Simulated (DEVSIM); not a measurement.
Structure: Ru/SiO2/n-Si capacitor, at 300 K.

```csv
layer (left to right),material,thickness (nm),Nd (cm⁻³)
1,SiO2,2.50,-
2,Si,1700,1.2e17
```

Metal gate on the left, work function 4.7 eV. Fixed charge at the semiconductor interface 0 cm⁻² (in units of +e); no interface traps.

Constants are typed, rounded textbook-type inputs, not results; the design itself was drawn at random and stands for no fabricated device. Values at 300 K.

```tsv
parameter	SiO2	Si
gap (eV)	9	1.124
affinity (eV)	0.9	4.05
permittivity	3.9	11.7
Nc (cm⁻³)	-	2.86e19
Nv (cm⁻³)	-	3.1e19
```

Model (solved in DEVSIM): 1D Poisson equation in equilibrium, Boltzmann statistics, complete ionisation; no quantum confinement or tunnelling. Metal contacts follow the ideal Schottky-Mott rule: no Fermi-level pinning, no interface dipoles.

Question: Tabulate band edges, carrier densities and field at -0.1 V on the gate.

Answer: Energies count from the Fermi level of the right contact; mesh points crowd at the junctions.

```csv
x (μm),Ec (eV),Ev (eV),n (cm⁻³),p (cm⁻³),field (V/cm)
0.000,3.900,-5.100,< 1e2,< 1e2,-400000
0.0008106,3.867,-5.133,< 1e2,< 1e2,-400000
0.001582,3.837,-5.163,< 1e2,< 1e2,-400000
0.002395,3.804,-5.196,< 1e2,< 1e2,-400000
0.003869,0.632,-0.492,7.0e8,1.7e11,-130000
0.006319,0.600,-0.524,2.4e9,4.9e10,-130000
0.01081,0.545,-0.579,2.0e10,5.8e9,-120000
0.02498,0.396,-0.728,6.4e12,1.8e7,-92000
0.04631,0.242,-0.882,2.5e15,46000,-53000
0.08986,0.146,-0.978,1.0e17,1200,-3800
0.1756,0.142,-0.982,1.2e17,970,≈ 0
0.4214,0.142,-0.982,1.2e17,970,≈ 0
0.8006,0.142,-0.982,1.2e17,970,≈ 0
1.241,0.142,-0.982,1.2e17,970,≈ 0
1.512,0.142,-0.982,1.2e17,970,≈ 0
1.606,0.142,-0.982,1.2e17,970,≈ 0
1.654,0.142,-0.982,1.2e17,970,≈ 0
1.678,0.142,-0.982,1.2e17,970,≈ 0
1.693,0.142,-0.982,1.2e17,970,≈ 0
1.698,0.142,-0.982,1.2e17,970,≈ 0
1.701,0.142,-0.982,1.2e17,970,≈ 0
1.702,0.142,-0.982,1.2e17,970,≈ 0
```
